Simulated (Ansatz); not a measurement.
A set of related cells and their density of states at the Fermi level.

Cell A: CoSi2 (Fm-3m), 3 atoms in the cell; spin state with PBE: no moments, k-point mesh 12×12×12 on the run's own vectors.
```yaml
crystal:
  lattice:
    - [0.00000, 2.68019, 2.68019]
    - [2.68019, 0.00000, 2.68019]
    - [2.68019, 2.68019, 0.00000]
  atoms:
    - { symbol: Co, position: [0.00000, 0.00000, 0.00000] }
    - { symbol: Si, position: [0.75000, 0.75000, 0.75000] }
    - { symbol: Si, position: [0.25000, 0.25000, 0.25000] }
```

Cell B: NiSi2 (Fm-3m), 3 atoms in the cell; spin state with PBE: no moments, k-point mesh 12×12×12 on the run's own vectors.
```yaml
crystal:
  lattice:
    - [0.00000, 2.72182, 2.72182]
    - [2.72182, 0.00000, 2.72182]
    - [2.72182, 2.72182, 0.00000]
  atoms:
    - { symbol: Si, position: [0.25000, 0.25000, 0.25000] }
    - { symbol: Si, position: [0.75000, 0.75000, 0.75000] }
    - { symbol: Ni, position: [0.00000, 0.00000, 0.00000] }
```

All numbers come from Ansatz (a quantum-chemistry and plane-wave program), plane waves with PAW, its PAW set soft_1, cutoff 420 eV, 500 eV for r2SCAN. The structures are at rest with PBE; other levels are single points on them. Neutral cells; Fermi-Dirac smearing of at most 0.05 eV in the solids, energies taken to zero width. The lattices are those relaxed with PBE, so at other levels the solids can be strained, which adds to the spread. A dispersion term ran beside these levels; it doesn't touch the electrons. Both spins, broadened by a Gaussian of 0.2 eV on the run's mesh.

Q: What does r2SCAN give for the density of states at the Fermi level of each cell (states/eV per atom)?

A: 
| system | r2SCAN |
|---|---|
| A | 0.34 |
| B | 0.28 |

With r2SCAN the value of A exceeds that of B by 0.06 states/eV per atom.

Q: Does the picture change with the functional?

A: 
```json
[
 {"system": "A", "PBE": "0.36"},
 {"system": "B", "PBE": "0.31"}
]
```

With PBE the value of A exceeds that of B by 0.05 states/eV per atom.
